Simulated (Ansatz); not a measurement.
Take Ag in the fcc (Cu type) structure (space group Fm-3m, No. 225; a = 4.104 Å; relaxed with 0.1 eV smearing) as the base. Axes: x, y, z lie along the cube axes.

Calculations: Ansatz (a first-principles code) r2SCAN, spin-orbit coupling left out.

For the base:

The shortest interatomic distance is 5.484 bohr.

Modification: uniaxial stress, 2 GPa tension along x, with the cell and atoms free to relax against it.

Q: Predict the new strain response, shortest interatomic distance and energy relative to the base.

A: The strain response (xx, yy, zz) is (+3.77, −1.45, −1.45) %; the shortest interatomic distance shrinks by 0.0796 bohr to 5.405 bohr; the energy rises by 3.8 meV/atom.

Beyond what the load breaks, stability against distortions was not tested.
